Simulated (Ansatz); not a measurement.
We consider TaRu₃ (model structure, started from the A15 type, Pm-3n, No. 223, 8 atoms in the cell), described by PBEsol (PAW; Ansatz, a program for electronic structure).

Numerical settings: plane-wave cutoff 520 eV, 12×12×12 k mesh, Fermi–Dirac smearing 0.05 eV, no spin polarisation, scalar-relativistic PAW data made under PBE.

Cell (relaxed at this level):

```
CELL_PARAMETERS angstrom
      4.90446     0.00000     0.00000
      0.00000     4.90446     0.00000
      0.00000     0.00000     4.90446
ATOMIC_POSITIONS crystal
  Ru 0.25000 0.00000 0.50000
  Ru 0.75000 0.00000 0.50000
  Ru 0.00000 0.50000 0.25000
  Ru 0.00000 0.50000 0.75000
  Ru 0.50000 0.25000 0.00000
  Ru 0.50000 0.75000 0.00000
  Ta 0.00000 0.00000 0.00000
  Ta 0.50000 0.50000 0.50000
```

**Question.** Give the computed bulk modulus.

**Answer.** 
* **bulk modulus**: 287 GPa

Note: the run has no spin polarisation, so it can have missed a magnetic state; the bulk modulus is −V dP/dV from two relaxed cells at ±2 % in volume; the relaxation could raise the start's symmetry but not lower it, so the cell can be a saddle point.

Spin–orbit coupling is not included.

Computing time: about 3 core-minutes (a rough figure).

A model structure was made by putting elements into a prototype or built by hand; it is no filed structure, need not be a known phase, and can be a saddle point held by its symmetry.
